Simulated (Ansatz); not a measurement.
## MnBr2 (R-3m, No. 166, 3 atoms in the cell; start mp-569843; a measured phase of this formula has another space group)

The numbers are results of r²SCAN-D4 in Ansatz (PAW), not measurements.

Settings: plane-wave cutoff 500 eV, 12×12×12 k mesh, gaussian smearing 0.02 eV, spin-polarised start, scalar-relativistic PAW data made under PBE.

Cell (relaxed at this level):

MnBr₂ is taken in the trigonal space group R-3m, hexagonal axes (No. 166), Pearson symbol hR3. Conventional cell: a = b = 3.850 Å, c = 18.943 Å, α = β = 90.00°, γ = 120.00°. Mn on 3a has 6 Br at 2.687 Å (octahedral). Br on 6c is coordinated by 3 Mn at 2.687 Å (trigonal pyramidal). (Neighbours: up to the widest gap in distance over summed covalent radii, below 1.35, at either atom; cation-cation and far metal-metal contacts left out.)
(The calculation used a cell of 3 atoms; values per cell refer to that cell.)

| Item | Result |
|---|---|
| band gap | 2.51 eV (on the SCF k mesh) |

Note: the magnetic order was assumed, not searched for or taken from measurement; the relaxation could not lower the start's symmetry, so the cell can be a saddle point above a distorted one.

Spin–orbit coupling is not included.

Computed values are for the static lattice.

A start named mp-… is a Materials Project structure, which need not be a measured phase.

Ansatz is a first-principles code.
